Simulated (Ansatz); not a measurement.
```yaml
crystal:
  lattice:
    - [0.00000, 2.80882, 2.80882]
    - [2.80882, 0.00000, 2.80882]
    - [2.80882, 2.80882, 0.00000]
  atoms:
    - { symbol: Ge, position: [0.00000, 0.00000, 0.00000] }
    - { symbol: Ge, position: [0.25000, 0.25000, 0.25000] }
```

No spin polarisation.

The values are results of plane-wave PAW DFT at the r2SCAN level (Ansatz, a quantum-chemistry and plane-wave program, 500 eV), spin-orbit coupling left out, not measurements. k-mesh 10×10×10 (Γ-centred); smearing 0.05 eV (Fermi–Dirac).

Q: Predict the smallest direct gap, band gap, hole mass and pressure.

A: Smallest direct gap: 0.65 eV
Band gap: 0.54 eV
Hole mass (degenerate bands, along [100]): 0.029, 0.21, 0.21 mₑ (at Γ)
Pressure: 2.32 GPa

The cells carry an imposed strain or load. Masses are band curvatures over ±0.01 Å⁻¹ around the edge. No phonon test of stability was made. The cell was made from Ge in the diamond structure (space group Fd-3m, No. 227) by this change: isotropic strain −1.00 %.
